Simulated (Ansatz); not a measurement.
# Convergence study of the k-point mesh at a smearing width of 0.3 eV for CoSi2 (I4mm, 3 atoms in the cell)

```
CoSi2
1.0
    0.00000     2.67196     2.67196
    2.67196     0.00000     2.67196
    2.67196     2.67196     0.00000
Co Si
1 2
Cartesian
  0.00000   0.00000   0.05000
  1.33598   1.33598   1.33598
  4.00794   4.00794   4.00794
```

Level of theory: PBEsol, default PAW files made with PBE (plane waves; Ansatz, a program for electronic structure).

Base settings: basis.ecutwfc = 420 eV; kpoints.mp_grid.grid = 11 11 11; hamiltonian.xc = pbesol; hamiltonian.pseudopotentials = {kind: paw} (the program's default PAW files); scf.occupations.method = fermi_dirac; scf.occupations.width = 0.1 eV.

In this ladder: scf.occupations.width = 0.3 eV.

Only quantities that move along the ladder and can be compared are tabulated.

The count of work is k-points × plane waves × bands × iterations; it is no time. 

The starting cell has typed, rounded lattice constants, without a prior relaxation at this level. Its lattice was rescaled by up to half a per cent. One atom was moved a little off its site on purpose. Spin polarisation is off. In the base run, with a pressure of about -3 GPa the cell is away from its equilibrium volume at this level. Ansatz's pressure includes its estimate of the finite-basis (Pulay) stress.

```tsv
kpoints.mp_grid.grid	free energy less the last step's (meV/atom)	pressure (GPa)	count of work / last
4 4 4	3.90	-2.38	0.011
5 5 5	1.43	-2.08	0.015
6 6 6	0.55	-2.03	0.025
7 7 7	-0.87	-2.15	0.034
8 8 8	0.02	-2.11	0.050
10 10 10	0.01	-2.10	0.086
12 12 12	-0.01	-2.11	0.14
14 14 14	0.00	-2.10	0.21
17 17 17	0.00	-2.10	0.34
21 21 21	0.00	-2.10	0.61
25 25 25	0.00	-2.10	1.0
```

Coarsest kpoints.mp_grid.grid that holds the pressure within 0.1 GPa of the last step, with all finer ones: 5 5 5, at 0.015 of the last step's count of work; the step before is off by 0.28 GPa.

Coarsest kpoints.mp_grid.grid that holds the free energy within 0.5 meV/atom of the last step, with all finer ones: 8 8 8, at 0.050 of the last step's count of work; the step before is off by 0.87 meV/atom.

Keys are those of Ansatz 0.2.
